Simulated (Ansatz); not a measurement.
Consider SiC (space group P6_3mc, No. 186; a = 3.0781 Å, c = 10.0760 Å).

One thing is altered: cell and atoms relaxed at a pressure of 15 GPa.

The values are results of plane-wave PAW DFT at the PBEsol level (Ansatz, a program for electronic structure, 420 eV), without spin-orbit coupling, not measurements.

Base, band edges from the VBM (valence, conduction): K -1.68, 3.86; H -2.47, 3.12; M -1.13, 2.12; L -1.56, 2.53; A -0.21, 5.23; Γ 0.00, 5.03 eV.

Q: Give the band edges at the high-symmetry points of the new zone, measured from its valence-band maximum.

A: 
```json
[
 {"point": "Γ", "valence edge (eV)": "0.00", "conduction edge (eV)": "5.55"},
 {"point": "M", "valence edge (eV)": "-1.14", "conduction edge (eV)": "2.13"},
 {"point": "K", "valence edge (eV)": "-1.70", "conduction edge (eV)": "3.88"},
 {"point": "A", "valence edge (eV)": "-0.21", "conduction edge (eV)": "5.76"},
 {"point": "L", "valence edge (eV)": "-1.60", "conduction edge (eV)": "2.57"},
 {"point": "H", "valence edge (eV)": "-2.56", "conduction edge (eV)": "3.13"}
]
```

The gap is 2.13 eV, indirect, Γ → M.

Load acts through the strain it causes; cell and atoms are relaxed under it. No phonon test of stability was made. Competing high-pressure phases were not computed.
